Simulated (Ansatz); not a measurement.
Base system: Si in the diamond structure (space group Fd-3m, No. 227).

```yaml
crystal:
  lattice:
    - [0.00000, 2.71682, 2.71682]
    - [2.71682, 0.00000, 2.71682]
    - [2.71682, 2.71682, 0.00000]
  atoms:
    - { symbol: Si, position: [0.00000, 0.00000, 0.00000] }
    - { symbol: Si, position: [0.25000, 0.25000, 0.25000] }
```

Cartesian axes are those of the cell as printed.

Level of theory: Kohn–Sham DFT with the PBEsol functional, run in Ansatz (a quantum-chemistry and plane-wave program) with PAW and 420 eV plane waves, scalar-relativistic without spin-orbit coupling.

Strains are applied to the cell and any free atomic positions relax; under biaxial strain the out-of-plane vector relaxes too; under stress the whole cell relaxes.

One change was made to it. Results:

```json
[
 {"quantity": "energy relative to the base (free energy F)", "base": "0 meV/atom", "after": "+28 meV/atom"},
 {"quantity": "band gap", "base": "0.47 eV", "after": "0.21 eV"}
]
```

### Question
Which of these changes matches the shifts?
(A) biaxial strain +3.35 %, plane normal [110], relaxed out of plane
(B) biaxial strain +0.74 %, plane normal [001], relaxed out of plane
(C) uniaxial stress, 1 GPa tension along z
(D) uniaxial strain ε_yy = +3.91 %
(E) biaxial strain −3.68 %, plane normal [111], relaxed out of plane

### Answer
A, biaxial strain +3.35 %, plane normal [110], relaxed out of plane. For comparison, the band gap in the other runs: uniaxial strain ε_yy = +3.91 % gives 0.33 eV; biaxial strain −3.68 %, plane normal [111], relaxed out of plane gives zero; uniaxial stress, 1 GPa tension along z gives 0.42 eV; biaxial strain +0.74 %, plane normal [001], relaxed out of plane gives 0.34 eV.

A biaxial case was relaxed in a doubled cell and then solved in the primitive one. The mesh was chosen for an insulator and is coarse for the gapless case. Beyond what the load breaks, stability against distortions was not tested. A zero or small gap of Si under biaxial strain +3.35 %, plane normal [110], relaxed out of plane and Si under biaxial strain −3.68 %, plane normal [111], relaxed out of plane can be the functional's error rather than a property of the material.
